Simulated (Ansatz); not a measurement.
Smallest direct gap on the k points sampled of HfO2 (model structure, started from the 3R-MoS2 type, R3m, No. 160, 3 atoms in the cell) at several levels of theory

No measured value is used here.

```tsv
level (code)	value (eV)	cell (Å³/atom)
LDA (Ansatz)	1.93	12.59
PBEsol+SOC (Ansatz)	1.91	13.47
r²SCAN+SOC (Ansatz)	2.41	13.47
r²SCAN+rVV10 (Ansatz)	2.45	13.04
HSE06+SOC (Ansatz)	3.54	13.47
PBE0 (Ansatz)	4.33	13.47
r²SCAN0 (Ansatz)	4.65	13.47
```

At these levels the smallest gap is indirect and lower: LDA 1.20, PBEsol+SOC 1.27, r²SCAN+SOC 1.76, r²SCAN+rVV10 1.74, HSE06+SOC 2.81, PBE0 3.63, r²SCAN0 3.95 eV. Computed values are for a static lattice. Levels without +SOC have no spin–orbit coupling; where heavier elements are present it shifts gaps, mostly down, and can invert bands.  Values are at the PBE-D3(BJ) cell; LDA at the level's own relaxed cell; r²SCAN+rVV10 at the level's own relaxed cell. Cutoffs and k meshes differ between the levels. Ansatz's density-functional and Hartree–Fock values are scalar-relativistic unless marked +SOC, with PAW data made under PBE.

A model structure was made by putting elements into a prototype or built by hand; it is no filed structure, need not be a known phase, and can be a saddle point held by its symmetry.

Ansatz is an electronic-structure program.
